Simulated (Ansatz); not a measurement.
Ansatz (a quantum-chemistry and plane-wave program), DFT, LDA, plane waves, its default PAW files: FeGe (from the phase in space group 191, mp-22478) (Fe3Ge3), 6 atoms, spin-polarised from a ferromagnetic start (4 μB on Fe). Basis and mesh were picked for this test and aren't claimed converged.

```json
{
  "cell": "5.00, 5.00, 4.12 Å; 90, 90, 120°",
  "task": "single point",
  "k mesh": "6×6×6",
  "hamiltonian.xc": "lda",
  "kind_of_files": "paw",
  "scf.occupations.method": "fermi_dirac",
  "scf.occupations.width": "0.05 eV",
  "output.forces": "true",
  "magnetization.spin_polarized": "true",
  "binding of workers (--pin)": "off",
  "k-point pools (--kpoint-pools)": "1",
  "memory maximum (--max-ram)": "8GiB",
  "accuracy": "medium (default)",
  "basis.precision": "auto (default)",
  "basis.xc_grid": "1 (default)",
  "scf.eigensolver.kind": "auto (default)",
  "scf.convergence.dr2_threshold": "1e-07 (default)",
  "scf.lower_state_search": "light (default)",
  "k-points after symmetry (for each spin)": "28",
  "bands_at_the_start": "62",
  "electrons": "90",
  "plane waves at Γ": "1699",
  "cutoff (eV)": "420",
  "FFT grid": "36×36×30",
  "symmetry_operations": "24"
}
```

Settings of this run: scf.mixing.algorithm = anderson, scf.mixing.preconditioner = auto, scf.mixing.ndim = 1, scf.algorithm = auto; 4 threads.

```tsv
iteration	dr2 (eV)	Hψ
1	3.99e0	12278
2	3.12e0	4537
3	2.91e0	3928
4	2.46e0	4213
5	1.96e0	4072
6	1.50e0	4284
7	1.13e0	3746
8	8.28e-1	4002
9	5.97e-1	3736
10	4.27e-1	3519
11	2.99e-1	3734
12	2.23e-1	3671
13	1.53e-1	3511
14	1.05e-1	3576
…	…	…
33	2.81e-4	3472
34	2.14e-4	3472
35	1.64e-4	3472
36	1.25e-4	3472
37	9.59e-5	3472
38	7.36e-5	3472
39	5.64e-5	3482
40	4.33e-5	3472
…	…	…
57	4.92e-7	3472
58	3.80e-7	3472
59	2.93e-7	3472
60	2.26e-7	3472
61	1.75e-7	3472
62	1.35e-7	3472
63	1.04e-7	3472
64	8.04e-8	5794
```

It converged after 64 SCF iterations (all cycles of the run, searches included).

### Question
The cycle is slow. Which setting should be changed?

### Answer
This is not unique; one that fits is scf.mixing.ndim = 16 (20 SCF iterations (all cycles of the run, searches included)) or scf.mixing.ndim = not set (21 SCF iterations (all cycles of the run, searches included)), all else kept. The other changes of this size gave: scf.mixing.ndim = 4 (29). With more settings changed, the fewest of all runs of this system: scf.mixing.algorithm = auto (default), scf.mixing.ndim = not set, scf.algorithm = direct_min (10). The first change moves the result by: energy under 0.001 meV/atom, magnetization under 0.001 μB/atom, absolute magnetization under 0.001 μB/atom. Counts are of single runs.

Keys are those of Ansatz 0.2.
